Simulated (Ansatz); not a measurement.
Band structure of YbP2Ru2 (I4/mmm, 5 atoms in the cell).

```
Yb(PRu)2
1.0
   -2.03422     2.03422     4.80540
    2.03422    -2.03422     4.80540
    2.03422     2.03422    -4.80540
Yb P Ru
1 2 2
Cartesian
  0.00000   0.00000   0.00000
  0.00000   0.00000   3.55503
  0.00000   0.00000   6.05577
  2.03422   0.00000   2.40270
  0.00000   2.03422   2.40270
```

Method: LDA (PW92), PAW files made with PBE (plane waves; Ansatz, a program for electronic structure).

Settings: basis.ecutwfc = 30.9 Ry; kpoints.mp_grid.grid = 7 7 7; hamiltonian.xc = lda; hamiltonian.pseudopotentials = {kind: paw} (the program's default PAW files); scf.occupations.method = fermi_dirac; scf.occupations.width = 0.0073 Ry; kpoints.band_path.npoints = 8.

The starting cell comes from a database of computed structures (which also holds hypothetical and non-ambient phases and stackings), without a prior relaxation at this level. Spin-orbit coupling is off. Spin polarisation is off, so a magnetic state, if there is one, cannot be reached. The f electrons are in the valence without U or exact exchange, which can misplace them near the Fermi level. Spin-orbit terms, which matter for f shells, are left out.

Levels in eV from the Fermi level, bands 30 to 37:
```tsv
point	30	31	32	33	34	35	36	37
Γ	-0.49	-0.46	-0.46	-0.32	0.22	0.93	2.05	2.05
X	-0.53	-0.51	-0.50	-0.49	-0.44	1.00	1.18	1.29
Y	-0.52	-0.50	-0.49	-0.49	-0.08	0.95	1.01	1.65
S	-0.50	-0.47	-0.47	0.56	0.59	0.88	2.69	2.81
Z	-0.45	-0.20	-0.08	-0.08	0.93	1.98	2.58	2.71
S1	-0.50	-0.47	-0.47	0.56	0.59	0.88	2.69	2.81
N	-0.50	-0.49	-0.46	-0.39	0.39	2.04	2.06	2.92
P	-0.53	-0.51	-0.51	-0.49	-0.44	1.10	1.17	1.17
Y1	-0.52	-0.50	-0.49	-0.49	-0.08	0.95	1.01	1.65
```

Bands cross the Fermi level along this path, so the cell is metallic at this level.

Keys are those of Ansatz 0.2.
